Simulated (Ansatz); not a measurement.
Start from GaAs in the zinc blende structure (space group F-43m, No. 216; a = 5.667 Å).

Level of theory: plane-wave PAW DFT at the r2SCAN level (Ansatz, an electronic-structure program, 500 eV), spin-orbit coupling left out.

For the base:

- Band gap: 0.96 eV
- Volume per atom: 22.75 Å³
- Hole mass: 0.050, 0.34, 0.34 mₑ (at Γ)
- Electron mass: 0.051 mₑ (at Γ)

One thing is altered: cell and atoms relaxed at a pressure of 0.9 GPa.

Problem. Predict the new band gap, volume per atom, hole mass and electron mass.

Solution. The band gap increases by 0.10 eV, from 0.96 eV to 1.06 eV; the volume per atom shrinks by 0.273 Å³ to 22.47 Å³; the hole mass (degenerate bands, along [100]) goes from 0.050, 0.34, 0.34 mₑ (at Γ) to 0.055, 0.34, 0.34 mₑ (at Γ); the electron mass becomes 0.055 mₑ (at Γ) (base: 0.051 mₑ (at Γ)).

Load acts through the strain it causes; cell and atoms are relaxed under it. Masses are band curvatures over ±0.01 Å⁻¹ around the edge. Stability against distortions was not tested.
